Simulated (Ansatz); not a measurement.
Functionals compared on a constructed model of the (111) surface of fcc Al, a pseudomorphic layer of Zn in the host's stacking (bottom of the slab: a bare face, its two planes held), in Ansatz (plane waves, PAW). The structure was relaxed with PBE; the other rows are single points on it. Cutoff 420 eV (500 eV for r2SCAN).

Model: 7-atom slab, 13.6 Å thick at the start with caps and adatoms (thin: gaps and levels are the slab's own), 15x15x1 mesh, Fermi-Dirac 0.1 eV, dipole correction, 2 atoms held, the rest relaxed; symmetry of the start imposed; no spin, no spin-orbit, no U. In PBE it is, or lies within 0.01 eV a 1x1 cell of, the lowest of the 2 structures of its composition computed so far; subsurface sites and larger cells were not tried. These notes are the PBE run's.

| functional | work function of the top face (eV) | rough cost of the single point |
|---|---|---|
| PBE | 4.15 | – |
| RPBE | 4.00 | around 14 core-seconds (rough) |
| r2SCAN | [?] | around 26 core-seconds (rough) |

Some entries are withheld; supply them.


- r2SCAN, work function of the top face (eV): 4.23

Ansatz is a first-principles code.
